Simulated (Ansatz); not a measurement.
The structure below was relaxed with Ansatz (a program for electronic structure) r2SCAN, no spin-orbit coupling, at pressure 30 GPa.

```xyz
10
Lattice="5.2461 -1.4446 -0.1678 5.2461 1.4446 -0.1678 -1.3363 0.0000 5.9063" Properties=species:S:1:pos:R:3 pbc="T T T"
Ga     0.2480     0.0000     4.8566
Ga     8.9079     0.0000     0.7142
Ga     6.3799     0.0000     1.7404
Ga     2.7760     0.0000     3.8304
O      1.9475     0.0000     0.7756
O      7.2084     0.0000     4.7952
O      0.8896     0.0000     3.1082
O      8.2663     0.0000     2.4626
O      4.7357     0.0000     1.0109
O      4.4202     0.0000     4.5598
```

Find the space group and the Wyckoff positions.

Space group C2/m (No. 12); a = 10.498 Å, b = 2.889 Å, c = 6.056 Å, α = γ = 90.00°, β = 104.58°

```
atom  site  symmetry       x       y       z
----  ----  --------  ------  ------  ------
Ga      4i         m  0.1293  0.0000  0.8296
Ga      4i         m  0.1503  0.5000  0.3316
O       4i         m  0.2038  0.0000  0.1429
O       4i         m  0.1529  0.0000  0.5349
O       4i         m  0.4766  0.0000  0.1982
```

Describe the coordination.

The crystal has 20 atoms in its conventional cell. Cell: a = 10.498 Å, b = 2.889 Å, c = 6.056 Å, α = 90.00°, β = 104.58°, γ = 90.00°. Ga1 is coordinated by 4 O at 1.805–1.862 Å and 2 O at 2.244 Å. Ga2 is coordinated by 1 O at 1.799 Å and 2 O at 1.894 Å and 3 O at 2.008–2.020 Å. O1 has 1 Ga at 1.861 Å and 2 Ga at 2.008 Å and 2 Ga at 2.244 Å. O2 is surrounded by 3 Ga at 1.862–1.894 Å and 1 Ga at 2.020 Å. O3 sees 3 Ga at 1.799–1.805 Å (trigonal planar). (Neighbours: up to the widest gap in distance over summed covalent radii, below 1.35, at either atom; cation-cation and far metal-metal contacts left out.)

Load acts through the strain it causes; cell and atoms are relaxed under it. Stability against distortions was not tested. Competing high-pressure phases were not computed. The cell was made from Ga₂O₃ (space group C2/m, No. 12) by this change: pressure 30 GPa.
